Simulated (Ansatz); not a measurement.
**KTaO3 with two functionals, Ta on a K site (antisite)**

Take a 15-atom supercell of KTaO$_{3}$ in the cubic perovskite structure (space group Pm-3m, No. 221; a = 4.024 Å) at its relaxed geometry as the base.

(Cell as relaxed with PBE.)

Levels (all Ansatz, a quantum-chemistry and plane-wave program, PAW): PBE (420 eV, no SOC); r2SCAN (500 eV, no spin-orbit coupling).

Each level relaxes its own structure.

Now apply this change: one K atom is replaced by Ta, atoms relaxed at fixed cell, starting from a slightly rattled geometry.

```tsv
quantity	PBE	r2SCAN
shift of the substituted atom off its lattice site	1.16 Å	…
pressure	3.4 GPa	…
largest displacement of a host atom from its site in the perfect cell	0.54 Å	…
```

Problem. What does r2SCAN give?

Solution. 
- shift of the substituted atom off its lattice site, r2SCAN: 1.12 Å
- pressure, r2SCAN: 3.8 GPa
- largest displacement of a host atom from its site in the perfect cell, r2SCAN: 0.51 Å

PBE's pressure lies 0.4 GPa below r2SCAN's; PBE's largest displacement of a host atom from its site in the perfect cell lies 0.03 Å above r2SCAN's. Neither level is exact; r2SCAN is the comparison here, not a measurement.

Other magnetic orders, which the real material may have, were not ruled out. In so small a cell the defect repeats every few ångströms: this is an ordered compound, not a dilute defect. A case with no gap was solved on a k-mesh chosen for an insulator, which is coarse for it. No Hubbard U is applied, and correlation can decide whether such a compound is a metal.
